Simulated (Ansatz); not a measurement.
# How far to go with the k-point mesh at a smearing width of 0.02 eV: NbH (I4mm, 2 atoms in the cell)

```yaml
crystal:
  lattice:
    - [-1.59893, 1.59893, 1.97438]
    - [1.59893, -1.59893, 1.97438]
    - [1.59893, 1.59893, -1.97438]
  atoms:
    - { symbol: Nb, position: [0.01266, 0.01266, 0.00000] }
    - { symbol: H, position: [0.50000, 0.50000, 0.00000] }
```

Level of theory: PBEsol, default PAW files made with PBE (plane waves; Ansatz, an electronic-structure program).

Base settings: basis.ecutwfc = 420 eV; kpoints.mp_grid.grid = 14 14 14; hamiltonian.xc = pbesol; hamiltonian.pseudopotentials = {kind: paw} (the program's default PAW files); scf.occupations.method = fermi_dirac; scf.occupations.width = 0.1 eV.

In this ladder: scf.occupations.width = 0.02 eV.

Only quantities that move along the ladder and can be compared are tabulated.

The count of work is k-points × plane waves × bands × iterations; it is no time. 

The starting cell comes from a database of computed structures (which also holds hypothetical and non-ambient phases and stackings), without a prior relaxation at this level. Its lattice was rescaled by up to half a per cent. One atom was moved a little off its site on purpose. Spin polarisation is off. In the base run, with a pressure of about -5 GPa the cell is away from its equilibrium volume at this level. Ansatz's pressure includes its estimate of the finite-basis (Pulay) stress.

Steps (kpoints.mp_grid.grid): 5 5 5; 6 6 6; 7 7 7; 9 9 9; 11 11 11; 13 13 13; 16 16 16; 19 19 19; 28 28 28; 34 34 34.

### Question
What is the coarsest kpoints.mp_grid.grid that holds the pressure within 0.2 GPa of the last step, with all finer ones?

### Answer
11 11 11, at 0.044 of the last step's count of work; the step before is off by 0.32 GPa.

### Question
What is the coarsest kpoints.mp_grid.grid that holds the free energy within 0.5 meV/atom of the last step, with all finer ones?

### Answer
19 19 19, at 0.19 of the last step's count of work; the step before is off by 0.68 meV/atom.

| kpoints.mp_grid.grid | free energy less the last step's (meV/atom) | pressure (GPa) | count of work / last |
|---|---|---|---|
| 5 5 5 | -2.77 | -4.57 | 0.0063 |
| 6 6 6 | -3.25 | -4.51 | 0.011 |
| 7 7 7 | 0.59 | -5.27 | 0.014 |
| 9 9 9 | -2.53 | -4.36 | 0.026 |
| 11 11 11 | 2.16 | -4.78 | 0.044 |
| 13 13 13 | 0.01 | -4.79 | 0.069 |
| 16 16 16 | -0.68 | -4.69 | 0.12 |
| 19 19 19 | -0.05 | -4.64 | 0.19 |
| 28 28 28 | -0.08 | -4.69 | 0.58 |
| 34 34 34 | 0.00 | -4.68 | 1.0 |

Keys are those of Ansatz 0.2.
